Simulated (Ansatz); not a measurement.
## CsCl-type NaCl (model structure) (like a known high-pressure phase)

Method: r²SCAN (PAW; Ansatz, an electronic-structure program).

Run with plane-wave cutoff 500 eV, 10×10×10 k mesh, gaussian smearing 0.02 eV, scalar-relativistic PAW data made under PBE.

Cell (relaxed at this level):

```xyz
2
Lattice="3.4603 0.0000 0.0000 0.0000 3.4603 0.0000 0.0000 0.0000 3.4603" Properties=species:S:1:pos:R:3 pbc="T T T"
Na     0.0000     0.0000     0.0000
Cl     1.7302     1.7302     1.7302
```

- band gap: 4.91 eV (on the SCF k mesh)

Computed values are for the static lattice.

The result took very roughly 9 core-seconds.

A model structure was made by putting elements into a prototype or built by hand; it is no filed structure, need not be a known phase, and can be a saddle point held by its symmetry.
